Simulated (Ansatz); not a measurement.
Structures of equal composition on the (0001) surface of hcp Ru: one row in 4 of the top plane missing; p(2x2), one Ru site of the top plane empty. The slabs share one bottom face, and each structure is named by its start. These are constructed structures in small cells; real faces may alloy, dewet or reconstruct in larger ones, and not all known structures of the face are among them. Slabs of about 11 Å, Fermi-Dirac smearing of 0.1 eV. Bottom of the slabs: a bare face, its two planes held. Relaxed from the named starts with such symmetry as they have, on meshes of like density; energies extrapolated to zero smearing; spin only where a row says so; no spin-orbit coupling, no U. Brackets mark spin-polarised runs, whose order is one that fits the cell. The cells differ, so small differences also carry the error of unlike k-meshes.

Method: PBE (plane waves to 420 eV, PAW; Ansatz, a quantum-chemistry and plane-wave program).

Task: Rank these by energy per 1x1 cell (lowest first), as PBE gives it.

Result: one row in 4 of the top plane missing (0.00 eV), p(2x2), one Ru site of the top plane empty (0.13 eV)
